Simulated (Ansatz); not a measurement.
**Cu3N, response to strain**

Start from Cu$_{3}$N (space group Pm-3m, No. 221).

```xyz
4
Lattice="3.7649 0.0000 0.0000 0.0000 3.7649 0.0000 0.0000 0.0000 3.7649" Properties=species:S:1:pos:R:3 pbc="T T T"
Cu     1.8825     0.0000     0.0000
Cu     0.0000     1.8825     0.0000
Cu     0.0000     0.0000     1.8825
N      0.0000     0.0000     0.0000
```

Cartesian axes are those of the cell as printed.

Strains are applied to the cell and any free atomic positions relax; under biaxial strain the out-of-plane vector relaxes too.

Computed with PBEsol (Ansatz, a quantum-chemistry and plane-wave program), no SOC.

Notes on the quantities. pressure: mean of the normal stresses, compression positive; energy relative to the base: free energy F.

```tsv
case	pressure	energy relative to the base	shortest interatomic distance
base	0.0 GPa	0 meV/atom	1.882 Å
biaxial strain +0.50 %, plane normal [111], relaxed out of plane	-0.3 GPa	+0.2 meV/atom	1.884 Å
biaxial strain +1.00 %, plane normal [111], relaxed out of plane	-0.6 GPa	+0.8 meV/atom	1.886 Å
biaxial strain +1.50 %, plane normal [111], relaxed out of plane	-0.9 GPa	+1.8 meV/atom	1.887 Å
biaxial strain +2.00 %, plane normal [111], relaxed out of plane	-1.2 GPa	+3.1 meV/atom	1.889 Å
biaxial strain +2.50 %, plane normal [111], relaxed out of plane	-1.5 GPa	+4.9 meV/atom	1.891 Å
```

No phonon test of stability was made. All final runs are without spin polarisation.
